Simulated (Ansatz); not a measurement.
**HfS2: energy against strain**

HfS2 (1T layered, P-3m1, 20.260 Å³/atom at rest, c along z) under a strain ε along c (axis z), the other axes held. PBEsol-D3(BJ) in Ansatz, a plane-wave DFT program (PAW, default set), 420 eV, 11×11×6 Γ-centred mesh, Fermi-Dirac smearing 0.05 eV; ions are relaxed within the symmetry of each cell.

Here s stands for strain and y for E less E0.

```csv
strain (%),E less E0 (meV/atom)
-1.50,1.02
-1.00,0.44
-0.50,0.11
0.00,0.00
0.50,0.10
1.00,0.40
1.50,0.87
3.00,?
```

**Question.** Using a parabola, estimate the missing y at s = 3.00 from the other rows, showing the fit.

**Answer.** Least squares gives y = 0.000 - 0.0386·s + 0.4200·s². Residuals (row less fit): 0.017, -0.019, -0.014, 0.000, 0.014, 0.019, -0.017; standard error 0.021 (degrees of freedom: 4). Twice the quadratic coefficient over the volume, 2 × 0.4200 meV × 10⁴ × 0.1602 / 20.260 Å³, is the elastic constant C33 = 66 ± 1.4 GPa. At the withheld row, y = 0.000 - 0.0386 × 3.0 + 0.4200 × 3.0² = 3.664 meV/atom. The calculation gives 3.20 meV/atom, 0.464 meV/atom below the prediction (14.5 % of the range of y in the table). The row lies outside the fitted rows, so this is an extrapolation. From the scatter of the fitted rows alone, a prediction at this place has a standard error of 0.078 meV/atom, so the miss is 5.9 times that.

One order more, fitted to all 13 runs of the series, follows each within 0.01, so the miss is the next term of a smooth law. Rows are the converged runs of the series near zero and its far end; series whose fitted rows scatter by over a few per cent of the range, as at a crossing or softening among them, aren't shown in this form. Most that stay on the fit to the last digits aren't either.
